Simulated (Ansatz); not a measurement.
**A computed series for FeNi3: pressure series**

Take FeNi$_{3}$ in the Cu3Au type structure (space group Pm-3m, No. 221; a = 3.5143 Å; ferromagnetic) as the base.

Cell and atoms are relaxed at each pressure.

The values are results of DFT with r2SCAN, PAW potentials and a 500 eV plane-wave cutoff in Ansatz (a first-principles code), without spin-orbit coupling, not measurements.

Notes on the quantities. enthalpy: H = E + PV relative to the base's energy.

| change | lattice parameter a | enthalpy |
|---|---|---|
| base | 3.514 Å | – |
| pressure −2 GPa | 3.525 Å | -0.14 eV/atom |
| pressure −1 GPa | 3.520 Å | -0.07 eV/atom |
| pressure 0.3 GPa | 3.513 Å | +0.02 eV/atom |
| pressure 0.7 GPa | 3.510 Å | +0.05 eV/atom |
| pressure 1.5 GPa | 3.506 Å | +0.10 eV/atom |
| pressure 3 GPa | 3.498 Å | +0.20 eV/atom |
| pressure 5 GPa | 3.488 Å | +0.33 eV/atom |
| pressure 7.5 GPa | 3.476 Å | +0.50 eV/atom |
| pressure 10 GPa | 3.465 Å | +0.66 eV/atom |

The magnetic state is the one reached from the starting moments; the real material's order can differ, and small cells can't hold many antiferromagnetic ones. Load acts through the strain it causes; cell and atoms are relaxed under it. No phonon test of stability was made. No other phases were tried under pressure.
